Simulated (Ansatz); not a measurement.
Cubic perovskite KMgF3, treated with PBE0 in Ansatz (plane waves, PAW).

Run with plane-wave cutoff 460 eV, 6×6×6 k mesh, Fermi–Dirac smearing 0.01 eV, scalar-relativistic PAW data made under PBE.

Energies at three volumes about the minimum:

| V (Å³/atom) | E − E_lowest (meV/atom) |
|---|---|
| 12.492 | 2.21 |
| 12.813 | 0.00 |
| 13.063 | 0.86 |

### Question
Fit a parabola by hand: where is the minimum, what lattice constant follows, and what is the bulk modulus?

### Answer
Slopes: (0.00 − 2.21)/(12.813 − 12.492) = -6.885 and (0.86 − 0.00)/(13.063 − 12.813) = 3.440 meV/Å³. Curvature E″ = 2 × (3.440 − (-6.885))/(13.063 − 12.492) = 36.165 meV/Å⁶. From the middle of the first interval, the slope vanishes at V0 = 12.6525 − (-6.885)/36.165 = 12.843 Å³/atom. B = V0 E″ = 12.843 × 36.165 meV/Å³ × 0.1602 GPa per meV/Å³ = 74.4 GPa. With 5 atoms in the cube, a = (5 × 12.843)^(1/3) = 4.004 Å. The full Birch–Murnaghan fit to all volumes gives V0 = 12.838 Å³/atom and B0 = 72.8 GPa.

Measured, for comparison: bulk modulus 75.1 GPa (room temperature, not corrected to a static lattice, sources range from 71.2 to 75.1; as tabulated in Vaitheeswaran et al. (2007), arXiv:cond-mat/0703621); lattice constant a 3.990 Å (room temperature, not corrected to a static lattice; as tabulated in Vaitheeswaran et al. (2007), arXiv:cond-mat/0703621). Computed less measured: bulk modulus -3.1 % (inside the range of the sources held).

Note: the relaxation could not lower the start's symmetry, so the cell can be a saddle point above a distorted one.

Ansatz is a quantum-chemistry and plane-wave program.
